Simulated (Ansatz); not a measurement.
Base system: FeNi₃ in the Cu3Au type structure (space group Pm-3m, No. 221; a = 3.514 Å; ferromagnetic; relaxed with 0.1 eV smearing). Axes: x, y, z lie along the cube axes.

The values are results of r2SCAN in Ansatz (plane waves to 500 eV, PAW, scalar-relativistic without spin-orbit coupling), not measurements.

Base values:

| Quantity | Value |
|---|---|
| Band gap | zero |

The change: compressive biaxial strain of 1.63 % in the plane normal to [001], as in epitaxy on a mismatched substrate; the out-of-plane cell vector and the atoms relax.

### Question
What happens to the ratio −ε⊥/ε∥, in-plane stress and band gap?

### Answer
The ratio −ε⊥/ε∥ comes out as 1.10; the mean in-plane stress (compression positive) comes out as +5.1 GPa; the band gap stays zero.

Other magnetic orders, which the real material may have, were not ruled out. No phonon test of stability was made.

Ansatz is a program for electronic structure.
